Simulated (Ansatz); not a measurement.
Start from In2S3 in the corundum structure (space group R-3c, No. 167; a = 6.574 Å, c = 17.608 Å (hexagonal axes); a cell from a computed database, its experimental status unchecked). Axes: x lies along a and z along c of the hexagonal cell.

All numbers come from PBEsol (Ansatz, a first-principles code, PAW, no spin-orbit coupling).

Strains are applied to the cell and any free atomic positions relax; under biaxial strain the out-of-plane vector relaxes too.

One change was made to it. Results:

```csv
quantity,base,after
"pressure (mean of the normal stresses, compression positive)",0.00 GPa,0.62 GPa
band gap,0.45 eV,0.49 eV
energy relative to the base (free energy F),0 meV/atom,+0.8 meV/atom
```

Task: Which of these changes matches the shifts?
A) strain tensor (xx, yy, zz, yz, xz, xy) = (−0.63, −0.78, +2.21, −0.83, −0.33, +0.07) %
B) biaxial strain −3.22 %, plane normal [001], relaxed out of plane
C) isotropic strain +2.30 %
D) biaxial strain −0.62 %, plane normal [001], relaxed out of plane

Result: D, biaxial strain −0.62 %, plane normal [001], relaxed out of plane. For comparison, the band gap in the other runs: isotropic strain +2.30 % gives zero; strain tensor (xx, yy, zz, yz, xz, xy) = (−0.63, −0.78, +2.21, −0.83, −0.33, +0.07) % gives 0.37 eV; biaxial strain −3.22 %, plane normal [001], relaxed out of plane gives 0.57 eV.

The mesh was chosen for an insulator and is coarse for the gapless case. Stability against distortions was not tested. All final runs are without spin polarisation. A zero or small gap of In2S3 under isotropic strain +2.30 % can be the functional's error rather than a property of the material.
